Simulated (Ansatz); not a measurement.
Start from Tl in the hcp (Mg type) structure (space group P6_3/mmc, No. 194; a = 3.5207 Å, c = 5.6025 Å). Axes: x lies along a and z along c of the hexagonal cell.

Computed with Ansatz (a program for electronic structure), r2SCAN, PAW, cutoff 500 eV, scalar-relativistic without spin-orbit coupling, earlier PAW set.

Before the change:

```
Item                             Value
-----------------------------  -------
Shortest interatomic distance  3.461 Å
```

Modification: a free-standing slab of 6 layers (6 atoms, 1 a layer) is cut normal to the z axis, with 15 Å of vacuum and the in-plane cell held at bulk.

Predict the new excess energy per area of both faces.

The excess energy per area of both faces (slab less bulk energy over the cell's area: twice a surface energy) amounts to 0.7 J/m² (uncertain by up to 0.09 J/m²).

Predict the new shortest interatomic distance.

The shortest interatomic distance falls by 0.036 Å, from 3.461 Å to 3.425 Å.

What does the calculation give for the change of the spacing d12 from its bulk value of 2.801 Å after the change?

The change of the spacing d12 from its bulk value of 2.801 Å comes out as -0.2 %.

The excess energy carries the mismatch between the slab's and the bulk's meshes. Whether these cells are dynamically stable was not tested.
